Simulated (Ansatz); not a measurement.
## How far to go with the k-point mesh: CsLuS₂ (R3m, 4 atoms in the cell)

```
CELL_PARAMETERS angstrom
      1.98803     1.14779     8.02099
     -1.98803     1.14779     8.02099
      0.00000    -2.29558     8.02099
ATOMIC_POSITIONS crystal
  Cs 0.00208 0.00208 0.00208
  Lu 0.50000 0.50000 0.50000
  S  0.77409 0.77409 0.77409
  S  0.22591 0.22591 0.22591
```

Level of theory: PBEsol, default PAW files made with PBE (plane waves; Ansatz, a first-principles code).

Base settings: basis.ecutwfc = 420 eV; kpoints.mp_grid.grid = 7 7 7; hamiltonian.xc = pbesol; hamiltonian.pseudopotentials = {kind: paw} (the program's default PAW files); scf.occupations.method = fixed.

The second cell is the first with its lattice scaled by 0.98.

Only quantities that move along the ladder and can be compared are tabulated.

The count of work is k-points × plane waves × bands × iterations; it is no time. Core times come from one kind of shared machine, to one figure; runs under 30 s give none.

The starting cell comes from a database of computed structures (which also holds hypothetical and non-ambient phases and stackings), without a prior relaxation at this level. Its lattice was rescaled by up to half a per cent. One atom was moved a little off its site on purpose. Spin-orbit coupling is off. Ansatz's pressure includes its estimate of the finite-basis (Pulay) stress.

Steps (kpoints.mp_grid.grid): 2 2 2; 3 3 3; 4 4 4; 5 5 5; 6 6 6; 7 7 7; 8 8 8; 9 9 9; 10 10 10; 11 11 11; 13 13 13; 14 14 14; 15 15 15; 17 17 17; 19 19 19; 21 21 21.

Question: What is the coarsest kpoints.mp_grid.grid that holds the pressure within 1 GPa of the last step, with all finer ones?

Answer: 3 3 3, at 0.0067 of the last step's count of work; the step before is off by 1.9 GPa.

Question: What is the coarsest kpoints.mp_grid.grid that holds the free energy within 5 meV/atom of the last step, with all finer ones?

Answer: 5 5 5, at 0.021 of the last step's count of work; the step before is off by 5.9 meV/atom.

```tsv
kpoints.mp_grid.grid	free energy less the last step's (meV/atom)	energy of the compressed cell less the first (meV/atom)	pressure (GPa)	largest difference of a force vector from the last step's (eV/Å)	gap on the mesh (eV)	count of work / last	core time / last (rough)
2 2 2	164.11	27.48	0.83	0.266	1.809	0.0045	–
3 3 3	22.31	9.31	-0.77	0.045	2.194	0.0067	–
4 4 4	5.92	7.07	-0.96	0.004	1.877	0.015	–
5 5 5	1.72	6.44	-1.02	0.001	2.007	0.021	–
6 6 6	0.49	6.19	-1.04	0.001	1.884	0.036	–
7 7 7	0.14	6.10	-1.04	0.000	1.950	0.049	–
8 8 8	0.04	6.07	-1.05	0.000	1.885	0.073	–
9 9 9	0.01	6.06	-1.05	0.000	1.925	0.095	–
10 10 10	0.00	6.05	-1.05	0.000	1.885	0.13	0.1
11 11 11	0.00	6.05	-1.05	0.000	1.912	0.16	0.2
13 13 13	0.00	6.05	-1.05	0.000	1.904	0.26	0.3
14 14 14	0.00	6.05	-1.05	0.000	1.885	0.32	0.3
15 15 15	0.00	6.05	-1.05	0.000	1.900	0.39	0.4
17 17 17	0.00	6.05	-1.05	0.000	1.897	0.55	0.5
19 19 19	0.00	6.05	-1.05	0.000	1.894	0.75	0.8
21 21 21	0.00	6.05	-1.05	0.000	1.893	1.0	1
```

The energy difference between the two cells stays within 1 meV/atom of the last step's from 5 5 5 on, the total only from 6 6 6 on: much of the error is common to both cells and cancels.

The gap on the mesh jumps up and down from mesh to mesh; it is no smooth measure of convergence.

Keys are those of Ansatz 0.2.
